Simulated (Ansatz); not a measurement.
TiAg (P4/nmm, No. 129; cell taken from a computed entry) was calculated with PBEsol in Ansatz (plane waves, PAW).

Settings: plane-wave cutoff 500 eV, 20×20×8 k mesh (along the axes of the cell as run), Fermi–Dirac smearing 0.1 eV, no spin polarisation, scalar-relativistic PAW data made under PBE.

Computed at the level's own relaxed cell.

Problem. Estimate the equilibrium volume per atom, lattice parameter a and c axis length that the calculation returns.

Solution. 
equilibrium volume per atom: 16.61 Å³/atom
lattice parameter a: 2.865 Å
c axis length: 8.094 Å

The run finds no gap.

Note: the relaxation could not lower the start's symmetry, so the cell can be a saddle point above a distorted one.

Computed values are for the static lattice.

Cost on a shared machine: roughly 6 core-minutes.

Ansatz is a program for electronic structure.
